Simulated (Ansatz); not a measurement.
## Hypothetical diamond V, response to strain

The reference is V in the diamond structure (space group Fd-3m, No. 227; ferromagnetic; a hypothetical phase, not in the database extracts checked; relaxed with 0.1 eV smearing).

```xyz
2
Lattice="0.0000 2.7329 2.7329 2.7329 0.0000 2.7329 2.7329 2.7329 0.0000" Properties=species:S:1:pos:R:3 pbc="T T T"
V      4.0993     4.0993     4.0993
V      2.7329     2.7329     2.7329
```

Cartesian axes are those of the cell as printed.

Strains are applied to the cell and any free atomic positions relax; under biaxial strain the out-of-plane vector relaxes too.

Computed with PBE in Ansatz (plane waves to 420 eV, PAW, no SOC).

Notes on the quantities. energy relative to the base: free energy F.

| variant | energy relative to the base | magnetic state | space group | shortest interatomic distance |
|---|---|---|---|---|
| base | 0 meV/atom | ferromagnetic | Fd-3m (No. 227) | 4.472 bohr |
| biaxial strain −1.39 %, plane normal [111], relaxed out of plane | -0.556 eV/atom | non-magnetic | R-3m (No. 166) | 3.333 bohr |
| isotropic strain +3.72 % | +42 meV/atom | ferromagnetic | Fd-3m (No. 227) | 4.639 bohr |
| uniaxial strain ε_xx = +1.91 % | +0.3 meV/atom | ferromagnetic | I4_1/amd (No. 141) | 4.501 bohr |

The magnetic state is the one reached from the starting moments; the real material's order can differ, and small cells can't hold many antiferromagnetic ones. Whether these cells are dynamically stable was not tested. Seeded moments were not kept for biaxial strain −1.39 %, plane normal [111], relaxed out of plane. Under biaxial strain −1.39 %, plane normal [111], relaxed out of plane the cell ends below the base's energy or with stress of the wrong sign: the atoms slid into a distortion or the cell is elastically unstable, so the base is not a stable minimum at this level.

Ansatz is a first-principles code.
